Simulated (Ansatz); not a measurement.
Charge-transition levels above the valence-band maximum in ferroelectric LiNbO3 (eV), each at one geometry relaxed with PBE and evaluated in Ansatz (an electronic-structure program) with PBE, r2SCAN. Host gaps: PBE 3.53 eV, r2SCAN 3.94 eV. Details: 120-site cell; 2×2×2 Γ-centred k-points; charged states image-corrected; no Hubbard U; finite-size errors of tenths of an eV; flagged in the runs: for some of the defects a doubtful potential alignment, a host whose relaxation on this sampling wasn't shown to rest, a strain field that reaches the edge of the cell.

```tsv
defect	PBE	r2SCAN
Li vacancy + Li vacancy + Eu on the Li site (+1/0)	0.46	0.39
Li vacancy + Li vacancy + Yb on the Li site (+1/0)	0.28	0.23
Li vacancy + Li vacancy + Yb on the Li site (0/−1)	2.11	2.98
Li vacancy + Li vacancy + Eu on the Li site (0/−1)	2.19	2.70
Li vacancy + O vacancy (+1/0)	3.30	3.68
```

PBE less r2SCAN: over the 5 rows with both numbers (drawn at random from the settled rows of this host; unsettled states are left out), mean -0.33 eV, median -0.38 eV, mean size 0.37 eV, from -0.87 to 0.06 eV.
